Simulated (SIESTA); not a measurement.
Worked example: self-consistent single point of In (I4/mmm, 1 atom in the cell) in SIESTA.

Computed with GGA PBE, numerical atomic orbitals DZP, PseudoDojo PBE standard norm-conserving potentials (rewritten from UPF to PSML) in SIESTA 5.4.2.

```
CELL_PARAMETERS angstrom
     -1.63055     1.63055     2.49415
      1.63055    -1.63055     2.49415
      1.63055     1.63055    -2.49415
ATOMIC_POSITIONS crystal
  In 0.00000 0.00000 0.00000
```

Reference input (self-consistent single point, DFT, GGA PBE, numerical atomic orbitals DZP, PseudoDojo PBE standard norm-conserving potentials (rewritten from UPF to PSML)): XC.functional = GGA; XC.authors = PBE; potentials = PseudoDojo PBE standard; PAO.BasisSize = DZP; PAO.EnergyShift = 0.01 Ry; MeshCutoff = 400 Ry; kgrid.MonkhorstPack = 14 14 14; OccupationFunction = FD; ElectronicTemperature = 580.23 K; MaxSCFIterations = 150; SCF.Mixer.Method = Pulay; SCF.Mixer.Weight = 0.1. This run's input differs from it in these lines:

```diff
@@ -31,3 +31,3 @@
 OccupationFunction           FD
-ElectronicTemperature        580.23 K
+ElectronicTemperature        3481.36 K
```

The program printed (abridged):

```
        iscf     Eharris(eV)        E_KS(eV)     FreeEng(eV)     dDmax    Ef(eV) dHmax(eV)
   scf:    1    -1806.535109    -1807.187335    -1807.324115  0.440003 -3.191427  3.177500
   scf:    2    -1807.306389    -1807.247745    -1807.384723  0.048410 -3.227234  2.692807
   scf:    3    -1807.492156    -1807.393188    -1807.531598  0.242390 -3.420643  0.063973
   scf:    4    -1807.388711    -1807.391301    -1807.529922  0.028349 -3.454845  0.288789
   scf:    5    -1807.394640    -1807.393240    -1807.531638  0.025834 -3.442270  0.000146
   scf:    6    -1807.393239    -1807.393240    -1807.531638  0.000123 -3.442332  0.001586
   scf:    7    -1807.393242    -1807.393241    -1807.531638  0.000139 -3.442267  0.000036
   scf:    8    -1807.393241    -1807.393241    -1807.531638  0.000004 -3.442265  0.000002
SCF Convergence by DM+H criterion
max |DM_out - DM_in|         :     0.0000038219
max |H_out - H_in|      (eV) :     0.0000019896
SCF cycle converged after 8 iterations

Using DM_out to compute the final energy and forces

siesta: E_KS(eV) =            -1807.3932

siesta: E_KS - E_eggbox =     -1807.3932

siesta: Atomic forces (eV/Ang):
     1   -0.000000    0.000000    0.000000
   Tot   -0.000000    0.000000    0.000000
   Max    0.000000
   Res    0.000000    sqrt( Sum f_i^2 / 3N )
   Max    0.000000    constrained

Stress tensor Voigt[x,y,z,yz,xz,xy] (kbar):       -5.27       -5.27      -10.97        0.19        0.19       -0.06
(Free)E + p*V (eV/cell)    -1807.4129
Target enthalpy (eV/cell)    -1807.5316

siesta: Program's energy decomposition (eV):
siesta: FreeEng =     -1807.531638

siesta: Stress tensor (static) (eV/Ang**3):
siesta:    -0.003290   -0.000040    0.000116
siesta:    -0.000040   -0.003290    0.000116
siesta:     0.000116    0.000116   -0.006846

siesta: Cell volume =         26.524677 Ang**3

siesta: Pressure (static):
siesta:                Solid            Molecule  Units
siesta:           0.00004874          0.00004874  Ry/Bohr**3
siesta:           0.00447550          0.00447550  eV/Ang**3
siesta:           7.17054919          7.17054919  kBar
```

The run converged in 8 iterations. Against the reference run the free energy falls by 64.6 meV/atom and the pressure goes from 0.28 to 0.72 GPa.

The starting cell comes from a database of computed structures (which also holds hypothetical and non-ambient phases and stackings), without a prior relaxation at this level. Its lattice was rescaled by a random factor within 2.5 % of one. Values carry the incompleteness of an atom-centred basis.

Cost on one core of a shared machine: roughly 50 s.
